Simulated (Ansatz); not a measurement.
Given:

```yaml
crystal:
  lattice:
    - [0.00000, 2.23653, 2.23653]
    - [2.23653, 0.00000, 2.23653]
    - [2.23653, 2.23653, 0.00000]
  atoms:
    - { symbol: Si, position: [0.00000, 0.00000, 0.00000] }
    - { symbol: C, position: [0.25000, 0.25000, 0.25000] }
```

Level of theory: r2SCAN with spin-orbit coupling, rigid bands (plane waves, PAW; Ansatz, a quantum-chemistry and plane-wave program). Condition of this run: hydrostatic pressure of -15 GPa (compression positive) (the target of the relaxation). Geometry: cell and atoms relaxed with PBEsol, then loaded as said.

Task: What conductivity effective mass do dilute electrons have at 300 K?

Result: 0.30 mₑ.

Task: What conductivity effective mass do dilute holes have at 300 K?

Result: 0.67 mₑ.

Task: And the band gap?

Result: 1.76 eV at this level; semilocal functionals usually fall short of the measured gap.

Rigid bands, one relaxation time for all states, no polarons. Geometry: cell and atoms relaxed with PBEsol.
